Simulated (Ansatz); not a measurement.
MoRu (model structure, Fm-3m, No. 225, 2 atoms in the cell) was calculated with LDA (Ansatz, a program for electronic structure, PAW).

Numerical settings: plane-wave cutoff 520 eV, 20×20×20 k mesh, Fermi–Dirac smearing 0.05 eV, no spin polarisation, scalar-relativistic PAW data made under PBE.

Cell (relaxed at this level):

```cif
data_MoRu
_chemical_formula_sum 'Ru1 Mo1'
_space_group_name_H-M_alt 'P 1'
_space_group_IT_number 1
_cell_length_a 3.54273
_cell_length_b 3.54273
_cell_length_c 3.54273
_cell_angle_alpha 60.000
_cell_angle_beta 60.000
_cell_angle_gamma 60.000
loop_
_space_group_symop_operation_xyz
  'x, y, z'
loop_
_atom_site_label
_atom_site_type_symbol
_atom_site_fract_x
_atom_site_fract_y
_atom_site_fract_z
_atom_site_occupancy
Ru1 Ru 0.00000 0.00000 0.00000 1
Mo1 Mo 0.50000 0.50000 0.50000 1
```

Task: Give the computed bulk modulus B0.

Result: 
bulk modulus B0: 250 GPa

Note: the run has no spin polarisation, so it can have missed a magnetic state; the bulk modulus is −V dP/dV from two relaxed cells at ±2 % in volume; the relaxation could raise the start's symmetry but not lower it, so the cell can be a saddle point.

The computed numbers hold no vibrational or temperature effects.

Computing time: around 70 core-seconds (rough).

A model structure was made by putting elements into a prototype or built by hand; it is no filed structure, need not be a known phase, and can be a saddle point held by its symmetry.
